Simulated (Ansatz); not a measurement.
Worked example: self-consistent single point of a (001) slab of BaTiO3 (cut from a parent of space group no. 221; 15 atoms in the cell) in Ansatz (a program for electronic structure).

Computed with PBE, PAW files (plane waves; Ansatz).

The change in words: vacuum of 22 angstrom (first run: 12 Å). Reference geometry:
```
CELL_PARAMETERS angstrom
      4.06259     0.00000     0.00000
      0.00000     4.06259     0.00000
      0.00000     0.00000    22.01920
ATOMIC_POSITIONS crystal
  Ba 0.50000 0.50000 0.27249
  Ba 0.50000 0.50000 0.45450
  Ba 0.50000 0.50000 0.63651
  Ti 0.00000 0.00000 0.36349
  Ti 0.00000 0.00000 0.54550
  Ti 0.00000 0.00000 0.72751
  O  0.50000 0.00000 0.36349
  O  0.00000 0.50000 0.36349
  O  0.00000 0.00000 0.27249
  O  0.50000 0.00000 0.54550
  O  0.00000 0.50000 0.54550
  O  0.00000 0.00000 0.45450
  O  0.50000 0.00000 0.72751
  O  0.00000 0.50000 0.72751
  O  0.00000 0.00000 0.63651
```

Reference input (self-consistent single point, DFT, PBE, plane waves, PAW files): kpoints.mp_grid.grid = 5 5 1; hamiltonian.xc = pbe; hamiltonian.pseudopotentials = {kind: paw} (the program's default PAW files); scf.occupations.method = fermi_dirac; scf.occupations.width = 0.1 eV. This run's input differs from it in these lines:

Ansatz 0.2 input:
```diff
@@ -4,19 +4,19 @@
     - [0.000000, 4.062585, 0.000000]
-    - [0.000000, 0.000000, 22.019200]
+    - [0.000000, 0.000000, 32.019220]
   atoms:
-    - { symbol: Ba, position_ang: [2.031293, 2.031293, 5.999990] }
-    - { symbol: Ba, position_ang: [2.031293, 2.031293, 10.007704] }
-    - { symbol: Ba, position_ang: [2.031293, 2.031293, 14.015397] }
-    - { symbol: Ti, position_ang: [0.000000, 0.000000, 8.003803] }
-    - { symbol: Ti, position_ang: [0.000000, 0.000000, 12.011496] }
-    - { symbol: Ti, position_ang: [0.000000, 0.000000, 16.019210] }
-    - { symbol: O, position_ang: [2.031293, 0.000000, 8.003803] }
-    - { symbol: O, position_ang: [0.000000, 2.031293, 8.003803] }
-    - { symbol: O, position_ang: [0.000000, 0.000000, 5.999990] }
-    - { symbol: O, position_ang: [2.031293, 0.000000, 12.011496] }
-    - { symbol: O, position_ang: [0.000000, 2.031293, 12.011496] }
-    - { symbol: O, position_ang: [0.000000, 0.000000, 10.007704] }
-    - { symbol: O, position_ang: [2.031293, 0.000000, 16.019210] }
-    - { symbol: O, position_ang: [0.000000, 2.031293, 16.019210] }
-    - { symbol: O, position_ang: [0.000000, 0.000000, 14.015397] }
+    - { symbol: Ba, position_ang: [2.031293, 2.031293, 11.000011] }
+    - { symbol: Ba, position_ang: [2.031293, 2.031293, 15.007729] }
+    - { symbol: Ba, position_ang: [2.031293, 2.031293, 19.015414] }
+    - { symbol: Ti, position_ang: [0.000000, 0.000000, 13.003806] }
+    - { symbol: Ti, position_ang: [0.000000, 0.000000, 17.011491] }
+    - { symbol: Ti, position_ang: [0.000000, 0.000000, 21.019209] }
+    - { symbol: O, position_ang: [2.031293, 0.000000, 13.003806] }
+    - { symbol: O, position_ang: [0.000000, 2.031293, 13.003806] }
+    - { symbol: O, position_ang: [0.000000, 0.000000, 11.000011] }
+    - { symbol: O, position_ang: [2.031293, 0.000000, 17.011491] }
+    - { symbol: O, position_ang: [0.000000, 2.031293, 17.011491] }
+    - { symbol: O, position_ang: [0.000000, 0.000000, 15.007729] }
+    - { symbol: O, position_ang: [2.031293, 0.000000, 21.019209] }
+    - { symbol: O, position_ang: [0.000000, 2.031293, 21.019209] }
+    - { symbol: O, position_ang: [0.000000, 0.000000, 19.015414] }
 kpoints:
```

Log, with long lists cut:

```
SCF iter   1: F=—  HF=-30499.344534 eV  |F-HF|=—  |Δ(HF+E_count)|=         —  Δρ=1.20e-1  dr2=9.00e1  ethr=3.10e-3  ⟨swp⟩=13.0  Hψ=2652  notcnv=0
all-band conjugate gradients solve this SCF's bands
preconditioner: auto → Resta (q_TF=auto, 2.131 Å⁻¹)
SCF iter   2: F=—  HF=-30490.402377 eV  |F-HF|=—  |Δ(HF+E_count)|=    8.94e0  Δρ=1.72e-1  dr2=2.07e2  ethr=3.10e-3  ⟨swp⟩=5.5  Hψ=1260  notcnv=0  defer=44  recentre
   [... lines left out ...]
SCF iter  16: F=—  HF=-30476.923491 eV  |F-HF|=—  |Δ(HF+E_count)|=   2.90e-6  Δρ=3.07e-5  dr2=5.11e-6  ethr=3.94e-8  ⟨swp⟩=2.0  Hψ=607  notcnv=0  defer=2
SCF iter  17: F=—  HF=-30476.923493 eV  |F-HF|=—  |Δ(HF+E_count)|=   1.97e-6  Δρ=1.41e-5  dr2=8.66e-7  ethr=4.26e-9  ⟨swp⟩=2.0  Hψ=675  notcnv=0  defer=2
SCF iter  18: F=—  HF=-30476.923493 eV  |F-HF|=—  |Δ(HF+E_count)|=   2.77e-7  Δρ=8.82e-6  dr2=3.67e-7  ethr=7.22e-10  ⟨swp⟩=2.0  Hψ=683  notcnv=0  defer=2
SCF iter  19: F=-30476.923494 eV  HF=-30476.923494 eV  |F-HF|=1.71e-7  |Δ(HF+E_count)|=   3.50e-7  Δρ=3.34e-6  dr2=4.38e-8  ethr=8.33e-11  ⟨swp⟩=18.0  Hψ=2761  notcnv=0
SCF 1 converged in 19 iterations: F = -30476.923494 eV  dr2 = 4.38e-8
Free energy (F): -30476.923494 eV
Internal energy: -30476.921982 eV  (E = F + TS)
E sigma→0 (E₀):  -30476.922738 eV
Entropy (-TS):   -0.001512 eV (-0.101 meV/atom)
Fermi energy:    2.156454 eV
--- Forces (eV/Å), atoms counted from 1 ---
  atom   1  Ba    -0.00000000     0.00000000     0.66993925
  atom   2  Ba    -0.00000000     0.00000000     0.10936630
  atom   3  Ba     0.00000000     0.00000000     0.72613237
  atom   4  Ti    -0.00000000     0.00000000    -1.18597024
  atom   5  Ti    -0.00000000     0.00000000    -0.29879552
  atom   6  Ti     0.00000000     0.00000000    -2.55223852
  atom   7  O      0.00000000     0.00000000    -0.13607761
  atom   8  O      0.00000000     0.00000000    -0.13607761
   [... lines left out ...]
  atom  15  O      0.00000000     0.00000000     0.92008352
--- Stress (GPa, compression-positive) ---
       -3.320434       0.000000      -0.000000
        0.000000      -3.320434       0.000000
       -0.000000       0.000000      -1.757836
  P = ⅓ Tr σ = -2.7996 GPa (-27.996 kbar)
  The stress holds the Pulay correction. Without it, at fixed plane waves, as pw.x and ABINIT print it: P = -2.9390 GPa
```

The run converged in 19 iterations. Against the reference run the free energy goes up by 1.0 meV/atom, the largest force goes from 2.654 to 2.552 eV/Å and the gap on the mesh goes from 1.195 to 1.119 eV.

The starting cell comes from a database of computed structures (which also holds hypothetical and non-ambient phases and stackings), without a prior relaxation at this level. The slab is cut from that crystal, and its faces are unrelaxed. Its lattice was rescaled in the plane by a random factor within 2.5 % of one. Spin polarisation is off, though cut faces can carry moments; a gap of a slab can lie between surface states. The two faces of this cut differ, and no dipole correction was used. Forces in this geometry exceed 1 eV/Å.
